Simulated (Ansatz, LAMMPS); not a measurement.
Si well of 12 atomic layers along [001] in random Si0.5Ge0.5, interfaces graded over 8 layers. Cell 16.85 × 16.85 × 49.75 Å, Si435Ge213, 648 atoms. Prepared with Tersoff's 1989 multicomponent potential (SiCGe.tersoff) in LAMMPS: minimisation. 

Basis: localised support functions (accuracy medium) on a full density matrix. k-points: zone centre alone; occupations: Fermi-Dirac, 0.010 eV; spin polarisation not allowed. Scalar-relativistic, no spin-orbit coupling.

Problem. Estimate the gap and bonding that Ansatz (an electronic-structure program) with PBE, support functions at accuracy medium on the grid of 370 eV returns for this input.

Solution. 
- Kohn-Sham gap of the cell on its k-mesh = 0.25 eV
- weight of the highest filled level on the well = 0.27
- weight of the lowest empty level on the well = 0.93
- coordination (neighbours within 2.870 Å) = 100.0 % 4-fold
- Ge-Ge bonds, mean ± spread = 2.478 ± 0.009 Å
- Ge-Si bonds, mean ± spread = 2.434 ± 0.009 Å
- Si-Si bonds, mean ± spread = 2.391 ± 0.008 Å
- bond angles, mean ± spread = 109.5° ± 1.4°
- pressure = -1.26 GPa
